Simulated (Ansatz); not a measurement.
Base system: FeNi₃ in the Cu3Au type structure (space group Pm-3m, No. 221; a = 3.514 Å; ferromagnetic; relaxed with 0.1 eV smearing).

The values are results of DFT with r2SCAN, PAW potentials and a 500 eV plane-wave cutoff in Ansatz (an electronic-structure program), without spin-orbit coupling, not measurements.

Base values:

| Property | Value |
|---|---|
| Largest site moment | 3.18 μB |
| Magnetic state | ferromagnetic |
| Pressure | 0.0 GPa |
| Band gap | zero |

Modification: an isotropic linear strain of −3.48 %, atoms relaxed at fixed cell.

Problem. How does this affect the energy relative to the base, largest site moment, magnetic state, pressure and band gap?

Solution. The energy increases by 89 meV/atom; the largest site moment falls by 0.15 μB to 3.03 μB; the magnetic state stays ferromagnetic; the pressure goes from zero to 28.8 GPa; the band gap remains zero.

Other magnetic orders, which the real material may have, were not ruled out. Whether these cells are dynamically stable was not tested.
